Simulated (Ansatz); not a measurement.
System: hexagonal WC. Method: r²SCAN (Ansatz, an electronic-structure program, plane waves, PAW).

Run with plane-wave cutoff 600 eV, 18×18×16 k mesh (along the axes of the cell as run), Fermi–Dirac smearing 0.1 eV, finite displacements, no spin polarisation, scalar-relativistic PAW data made under PBE.

The cell has the measured lattice parameters. Conventional cell: a = 2.9065 Å, b = 2.9065 Å, c = 2.8366 Å, α = 90.00°, β = 90.00°, γ = 120.00°.

```
WC
1.0
    2.90650     0.00000     0.00000
   -1.45325     2.51710     0.00000
    0.00000     0.00000     2.83660
W C
1 1
Direct
  0.00000   0.00000   0.00000
  0.66667   0.33333   0.50000
```

Harmonic phonon frequencies (cm⁻¹; i marks an imaginary mode):

| q point | frequencies |
|---|---|
| Γ | 0 0 0 571 622 622 |
| M | 172 189 269 610 639 707 |
| A | 178 178 287 539 539 757 |

No imaginary mode appears at these points.

Note: the cell isn't this level's own, so it is under some stress, which shifts stiffness and frequencies.
